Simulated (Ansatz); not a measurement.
## A constructed model of the (0001) surface of hcp Ru, a layer of Co in place of the third plane (bottom of the slab: a bare face, its two planes held)

Level of theory: PBE (plane waves to 420 eV, PAW; Ansatz, a quantum-chemistry and plane-wave program).

Slab: 6 atoms, 10.5 Å thick at the start with caps and adatoms (thin: gaps and levels are the slab's own); k 16x16x1, smearing 0.1 eV, dipole-corrected; 2 atoms held, the rest relaxed; held to the start's symmetry, so lower structures may exist; spin-polarised, ending with about 1.3 μB a cell; orders that need a larger cell were not tried, no spin-orbit, no U. In PBE it is, or lies within 0.01 eV a 1x1 cell of, the lowest of the 2 structures of its composition computed so far; subsurface sites and larger cells were not tried.

The work function of the top face is 4.93 eV and the energy released by relaxation is 0.058 eV. The magnetic moment of the cell is 1.31 μB. The cost is very roughly 2.0 core-minutes.
